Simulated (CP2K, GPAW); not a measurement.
A CP2K input for a self-consistent single point of Tl3Ga (P1, 4 atoms in the cell) (DFT PBEsol, GPW, DZVP-MOLOPT-SR-GTH basis, GTH-PBE potentials (GTH_POTENTIALS)):

```
&GLOBAL
  PROJECT run
  RUN_TYPE ENERGY_FORCE
  PRINT_LEVEL MEDIUM
&END GLOBAL
&FORCE_EVAL
  METHOD Quickstep
  STRESS_TENSOR ANALYTICAL
  &DFT
    BASIS_SET_FILE_NAME BASIS_MOLOPT
    POTENTIAL_FILE_NAME GTH_POTENTIALS
    &QS
      METHOD GPW
      EPS_DEFAULT 1E-11
    &END QS
    &MGRID
      CUTOFF 600
      REL_CUTOFF 50
      NGRIDS 5
    &END MGRID
    &SCF
      SCF_GUESS ATOMIC
      EPS_SCF 1E-6
      MAX_SCF 100
      ADDED_MOS 9
      &DIAGONALIZATION
        ALGORITHM STANDARD
      &END DIAGONALIZATION
      &MIXING
        METHOD BROYDEN_MIXING
        ALPHA 0.2
        NBUFFER 12
      &END MIXING
      &SMEAR ON
        METHOD FERMI_DIRAC
        ELECTRONIC_TEMPERATURE [K] 1578.21
      &END SMEAR
    &END SCF
    &KPOINTS
      SCHEME MONKHORST-PACK 5 5 5
    &END KPOINTS
    &XC
      &XC_FUNCTIONAL
        &PBE
          PARAMETRIZATION PBESOL
        &END PBE
      &END XC_FUNCTIONAL
    &END XC
    &PRINT
      &MO
        EIGENVALUES T
        OCCUPATION_NUMBERS T
        NDIGITS 8
        FILENAME mo
        &EACH
          QS_SCF 0
        &END EACH
        ADD_LAST NUMERIC
      &END MO
      &MULLIKEN ON
      &END MULLIKEN
    &END PRINT
  &END DFT
  &SUBSYS
    &CELL
      ABC 5.48345800 5.48345806 5.48345743
      ALPHA_BETA_GAMMA 59.99999643 59.99999655 60.00000037
      PERIODIC XYZ
    &END CELL
    &COORD
      SCALED
      Tl       0.24571400     0.24942700     0.24935600
      Tl       0.74886700     0.75091200     0.75522700
      Tl       0.49033000     0.51113500     0.49562300
      Ga       0.01508900    -0.01147400    -0.00020700
    &END COORD
    &KIND Tl
      BASIS_SET DZVP-MOLOPT-SR-GTH-q13
      POTENTIAL GTH-PBE-q13
    &END KIND
    &KIND Ga
      BASIS_SET DZVP-MOLOPT-SR-GTH-q13
      POTENTIAL GTH-PBE-q13
    &END KIND
  &END SUBSYS
  &PRINT
    &FORCES ON
    &END FORCES
    &STRESS_TENSOR ON
    &END STRESS_TENSOR
  &END PRINT
&END FORCE_EVAL
```

Problem. Write the same calculation as an input for GPAW.

Solution. This is the input that was run; spellings and numerical settings could be chosen otherwise.

```python
from ase import Atoms
from ase.units import GPa
from gpaw import GPAW, PW, FermiDirac

atoms = Atoms(['Tl', 'Tl', 'Tl', 'Ga'],
              cell=[[0.000000, 3.877390, 3.877390],
                    [3.877390, 0.000000, 3.877390],
                    [3.877390, 3.877390, 0.000000]],
              positions=[[1.933976, 1.919579, 1.919855],
                         [5.839888, 5.831959, 5.815228],
                         [3.903593, 3.822924, 3.883070],
                         [-0.045292, 0.057703, 0.014017]],
              pbc=True)

calc = GPAW(mode=PW(600),
            xc='PBEsol',
            kpts=(5, 5, 5),
            occupations=FermiDirac(0.136),
            nbands=-12,
            symmetry={'symmorphic': False, 'tolerance': 0.0005},
            maxiter=120)

atoms.calc = calc

energy = atoms.get_potential_energy()
print('Energy (eV):', round(energy, 6))
forces = atoms.get_forces()
print('Forces (eV/Ang):')
print(forces.round(5))
stress = atoms.get_stress()
print('Stress (GPa, Voigt):', (stress / GPa).round(4))
```

Basis settings and potentials, where a program has them, do not carry over. This input uses DFT PBEsol, plane waves, GPAW PAW datasets PBEsol (made by gpaw-setup).

The starting cell comes from a database of computed structures (which also holds hypothetical and non-ambient phases and stackings), without a prior relaxation at this level. For this run, on top of that: atoms moved at random.
